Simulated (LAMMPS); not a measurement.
Molecular dynamics of a melt of Al (fcc) with 25 % of Al sites Co, 2048 atoms, cooled from 1600 K to 300 K at 1e+13 K/s, at zero pressure.

Level of theory: classical MD, pair style eam/alloy, file CoAl.eam.alloy (LAMMPS).

| r (Å) | g(r), Al-Co | g(r), Al-Al | g(r), Co-Co |
|---|---|---|---|
| 2.100 | 0.000 | 0.000 | 0.000 |
| 2.140 | 0.002 | 0.000 | 0.006 |
| 2.180 | 0.016 | 0.000 | 0.000 |
| 2.220 | 0.082 | 0.000 | 0.006 |
| 2.260 | 0.319 | 0.000 | 0.027 |
| 2.300 | 0.918 | 0.000 | 0.209 |
| 2.340 | 2.03 | 0.000 | 0.615 |
| 2.380 | 3.35 | 0.000 | 1.49 |
| 2.420 | 4.79 | 0.006 | 2.36 |
| 2.460 | 5.90 | 0.047 | 3.81 |
| 2.500 | 6.42 | 0.227 | 4.62 |
| 2.540 | 6.09 | 0.658 | 4.95 |
| 2.580 | 5.26 | 1.40 | 4.87 |
| 2.620 | 4.36 | 2.35 | 4.01 |
| 2.660 | 3.19 | 3.18 | 3.16 |
| 2.700 | 2.36 | 3.71 | 2.59 |
| 2.740 | 1.74 | 4.14 | 2.16 |
| 2.780 | 1.22 | 3.94 | 1.46 |
| 2.820 | 0.949 | 3.56 | 1.18 |
| 2.860 | 0.694 | 3.21 | 0.982 |
| 2.900 | 0.545 | 2.69 | 0.837 |
| 2.940 | 0.449 | 2.29 | 0.894 |
| 2.980 | 0.384 | 1.93 | 0.625 |
| 3.020 | 0.289 | 1.63 | 0.624 |
| 3.060 | 0.249 | 1.42 | 0.634 |
| 3.100 | 0.225 | 1.21 | 0.577 |
| 3.140 | 0.216 | 1.04 | 0.526 |
| 3.180 | 0.187 | 0.898 | 0.478 |
| 3.220 | 0.195 | 0.825 | 0.407 |
| 3.260 | 0.184 | 0.711 | 0.296 |
| 3.300 | 0.174 | 0.690 | 0.365 |
| 3.340 | 0.177 | 0.646 | 0.275 |
| 3.380 | 0.171 | 0.606 | 0.280 |
| 3.420 | 0.165 | 0.554 | 0.243 |
| 3.460 | 0.170 | 0.565 | 0.235 |
| 3.500 | 0.182 | 0.534 | 0.297 |
| 3.540 | 0.198 | 0.538 | 0.249 |
| 3.580 | 0.209 | 0.524 | 0.291 |
| 3.620 | 0.243 | 0.528 | 0.284 |
| 3.660 | 0.218 | 0.521 | 0.321 |
| 3.700 | 0.251 | 0.515 | 0.325 |
| 3.740 | 0.250 | 0.532 | 0.381 |
| 3.780 | 0.276 | 0.536 | 0.450 |
| 3.820 | 0.287 | 0.556 | 0.473 |
| 3.860 | 0.338 | 0.587 | 0.528 |
| 3.900 | 0.361 | 0.606 | 0.673 |
| 3.940 | 0.398 | 0.620 | 0.758 |
| 3.980 | 0.488 | 0.657 | 0.896 |
| 4.020 | 0.545 | 0.692 | 0.989 |
| 4.060 | 0.640 | 0.728 | 1.10 |
| 4.100 | 0.765 | 0.762 | 1.27 |
| 4.140 | 0.889 | 0.798 | 1.26 |
| 4.180 | 1.05 | 0.850 | 1.41 |
| 4.220 | 1.14 | 0.907 | 1.40 |
| 4.260 | 1.32 | 0.941 | 1.45 |
| 4.300 | 1.44 | 1.02 | 1.42 |
| 4.340 | 1.56 | 1.05 | 1.21 |
| 4.380 | 1.63 | 1.08 | 1.23 |
| 4.420 | 1.70 | 1.13 | 1.15 |
| 4.460 | 1.68 | 1.15 | 1.11 |
| 4.500 | 1.74 | 1.18 | 0.990 |
| 4.540 | 1.68 | 1.18 | 0.943 |
| 4.580 | 1.65 | 1.21 | 0.870 |
| 4.620 | 1.62 | 1.21 | 0.925 |
| 4.660 | 1.56 | 1.19 | 0.896 |
| 4.700 | 1.49 | 1.19 | 0.961 |
| 4.740 | 1.47 | 1.18 | 1.01 |
| 4.780 | 1.40 | 1.16 | 1.02 |
| 4.820 | 1.42 | 1.15 | 0.997 |
| 4.860 | 1.37 | 1.14 | 1.17 |
| 4.900 | 1.38 | 1.14 | 1.24 |
| 4.940 | 1.38 | 1.12 | 1.25 |
| 4.980 | 1.38 | 1.12 | 1.23 |
| 5.020 | 1.41 | 1.08 | 1.26 |
| 5.060 | 1.42 | 1.06 | 1.17 |
| 5.100 | 1.41 | 1.09 | 1.13 |
| 5.140 | 1.40 | 1.05 | 1.04 |
| 5.180 | 1.33 | 1.07 | 0.951 |
| 5.220 | 1.26 | 1.08 | 0.843 |
| 5.260 | 1.19 | 1.08 | 0.812 |
| 5.300 | 1.14 | 1.09 | 0.719 |
| 5.340 | 1.03 | 1.07 | 0.732 |
| 5.380 | 0.959 | 1.06 | 0.664 |
| 5.420 | 0.894 | 1.08 | 0.613 |
| 5.460 | 0.783 | 1.06 | 0.567 |
| 5.500 | 0.752 | 1.03 | 0.540 |
| 5.540 | 0.680 | 1.02 | 0.501 |
| 5.580 | 0.654 | 1.00 | 0.534 |
| 5.620 | 0.623 | 1.00 | 0.517 |
| 5.660 | 0.598 | 0.958 | 0.518 |
| 5.700 | 0.579 | 0.916 | 0.465 |
| 5.740 | 0.571 | 0.888 | 0.507 |
| 5.780 | 0.568 | 0.876 | 0.509 |
| 5.820 | 0.571 | 0.844 | 0.500 |
| 5.860 | 0.570 | 0.839 | 0.571 |
| 5.900 | 0.593 | 0.814 | 0.636 |
| 5.940 | 0.599 | 0.800 | 0.680 |
| 5.980 | 0.605 | 0.784 | 0.740 |
| 6.020 | 0.634 | 0.796 | 0.782 |
| 6.060 | 0.684 | 0.799 | 0.822 |
| 6.100 | 0.712 | 0.817 | 0.940 |
| 6.140 | 0.754 | 0.815 | 0.952 |

Main features:
- state found: glass
- first peak of g(r), Al-Co: 2.51 Å, height 6.4
- coordination number of Al by Co: 2.94 (counted to 3.38 Å)
- coordination number of Co by Al: 8.8 (counted to 3.38 Å)
- first peak of g(r), Al-Al: 2.75 Å, height 4.1
